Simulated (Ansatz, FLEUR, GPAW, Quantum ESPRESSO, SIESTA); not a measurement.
BaMg₆Zn (Amm2, 8 atoms in the cell) computed with different codes at matched settings

Self-consistent single point.

```
CELL_PARAMETERS angstrom
      5.07320     0.00000     0.00000
      0.00000     3.51003     6.05391
      0.00000    -3.51003     6.05391
ATOMIC_POSITIONS crystal
  Ba 0.50000 0.67307 0.67307
  Mg 0.00000 0.28561 0.84863
  Mg 0.00000 0.84863 0.28561
  Mg 0.00000 0.33301 0.33301
  Mg 0.50000 0.15804 0.68256
  Mg 0.50000 0.68256 0.15804
  Mg 0.50000 0.16175 0.16175
  Zn 0.00000 0.85733 0.85733
```

All programs got the same cell, k-point mesh and kind of occupations (in Ansatz's words: kpoints.mp_grid.grid = 4 3 3; scf.occupations.method = gaussian; scf.occupations.width = 0.136 eV); potentials, basis and cutoffs are each program's usual ones.

```csv
code,model,pressure (GPa),largest force (eV/Å),k-points,cutoff
Ansatz,"PBEsol, PAW files made with PBE",-1.09,0.107,12,420 eV
SIESTA,"GGA PBEsol, numerical atomic orbitals DZP, PseudoDojo PBEsol standard norm-conserving potentials (rewritten from UPF to PSML)",0.05,0.326,20,grid 350 Ry
Quantum ESPRESSO,"PBEsol, PseudoDojo standard norm-conserving (PBESOL) pseudopotentials",-1.08,0.109,12,85 Ry
FLEUR,"PBEsol, all-electron FLAPW (FLEUR), scalar-relativistic valence",–,0.106,12,Kmax 3.9 1/bohr
GPAW,"PBEsol, GPAW PAW datasets PBEsol (made by gpaw-setup)",-1.04,0.097,12,850 eV
```

Size of the force on each atom (eV/Å): Sizes of forces hide their directions.

| code | Ba1 | Mg2 | Mg3 | Mg4 | Mg5 | Mg6 | Mg7 | Zn8 |
|---|---|---|---|---|---|---|---|---|
| Ansatz | 0.107 | 0.046 | 0.046 | 0.033 | 0.036 | 0.036 | 0.015 | 0.029 |
| SIESTA | 0.004 | 0.227 | 0.227 | 0.007 | 0.095 | 0.095 | 0.052 | 0.326 |
| Quantum ESPRESSO | 0.109 | 0.042 | 0.042 | 0.035 | 0.036 | 0.036 | 0.013 | 0.025 |
| FLEUR | 0.106 | 0.046 | 0.046 | 0.032 | 0.035 | 0.035 | 0.015 | 0.030 |
| GPAW | 0.097 | 0.048 | 0.048 | 0.033 | 0.035 | 0.035 | 0.015 | 0.034 |

A dash marks a value that a program does not give, or that is left out as unsure.

The spread over the programs that give each value: pressure within 1.14 GPa; largest force within 0.229 eV/Å.

The starting cell comes from a database of computed structures (which also holds hypothetical and non-ambient phases and stackings), without a prior relaxation at this level.

Task: Why do the programs differ, and what cannot be compared?

Result: Differences of this kind can come from the potentials, where these differ, and from what each basis and cutoff leave unconverged. The valence holds different numbers of electrons (Ansatz (a quantum-chemistry and plane-wave program) 82, SIESTA 90, Quantum ESPRESSO 90, FLEUR 82, GPAW 82). The zero of total energies and Fermi levels follows the potentials and each program's conventions, so they are not compared here. SIESTA uses small atom-centred bases, whose incompleteness enters pressures, forces and empty levels differently from a plane-wave cutoff. FLEUR treats all electrons, but the usual bases taken here (sphere radii, linearisation, local orbitals, empty states) were not tested for convergence, so the values are no reference for the others. Ansatz's pressure is given at a fixed set of plane waves, as the other plane-wave codes print theirs. The programs reduce the same mesh by symmetry to different extents, which changes the work and not the result. In the pressure, SIESTA (by 1.13) lies more than 1 GPa from the median of the plane-wave programs. In the force vectors, SIESTA (by 0.297) lies more than 0.08 eV/Å from the median of the plane-wave programs.

Left out of this page: ABINIT (with a known weakness of the program).

Keys are those of Ansatz 0.2.
